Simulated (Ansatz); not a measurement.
**A computed series for hypothetical P6_3/mmc HgI2: carrier doping**

Base system: HgI2 (space group P6_3/mmc, No. 194; a = 4.166 Å, c = 14.183 Å; a hypothetical phase, not in the database extracts checked).

Carriers are added at fixed cell with a uniform background; the Fermi–Dirac width is that of 300 K.

Computed with Ansatz (an electronic-structure program) PBE-D3(BJ), spin-orbit coupling left out, earlier PAW set.

Candidates:
(a) electrons 2.0×10^21 cm⁻³
(b) holes 2.0×10^21 cm⁻³
(c) electrons 3.0×10^21 cm⁻³
(d) holes 5.0×10^21 cm⁻³
(e) electrons 5.0×10^21 cm⁻³

Before the change:

Gap between the host's bands: 0.34 eV

Question: Order them by gap between the host's bands, highest first.

Answer: (d) holes 5.0×10^21 cm⁻³ (0.57 eV), (b) holes 2.0×10^21 cm⁻³ (0.44 eV), (a) electrons 2.0×10^21 cm⁻³ (0.20 eV), (c) electrons 3.0×10^21 cm⁻³ (0.13 eV), (e) electrons 5.0×10^21 cm⁻³ (zero)

Charged cell with a jellium background: band edges are those of the host's band count, energies are not comparable with the neutral cell, and many-body gap narrowing is missing. With Hg and I present, leaving out spin-orbit coupling can change the band edges. Whether these cells are dynamically stable was not tested. All final runs are without spin polarisation.
